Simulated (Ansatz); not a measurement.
The reference is NiSi2 (space group Fm-3m, No. 225; not spin-polarised; relaxed with 0.1 eV smearing).

NiSi$_{2}$ is modelled in the cubic space group Fm-3m (No. 225), Pearson symbol cF12. Cell: a = b = c = 5.3886 Å, α = β = γ = 90.00°. Ni on 4a has 8 Si at 2.333 Å (cubic). Si on 8c sees 4 Ni at 2.333 Å and 6 Si at 2.694 Å. (Neighbours: up to the widest gap in distance over summed covalent radii, below 1.35, at either atom; cation-cation and far metal-metal contacts left out.)
(The calculation used a cell of 3 atoms; values per cell refer to that cell.)

Computed with Kohn–Sham DFT with the r2SCAN functional, run in Ansatz (a program for electronic structure) with PAW and 500 eV plane waves, no spin-orbit coupling, earlier PAW set.

Before the change:

The pressure comes out as 0.0 GPa. The band gap is zero.

It is then changed as follows: every lattice vector is shortened by 4.62 %; the atoms relax in the strained cell.

Q: How does this affect the energy relative to the base, pressure and band gap?

A: The energy increases by 152 meV/atom; the pressure goes from zero to 32.4 GPa; the band gap stays zero.

Stability against distortions was not tested. Starting moments died away, wholly or in part, for the base; another magnetic solution may exist. The final runs are not spin-polarised.
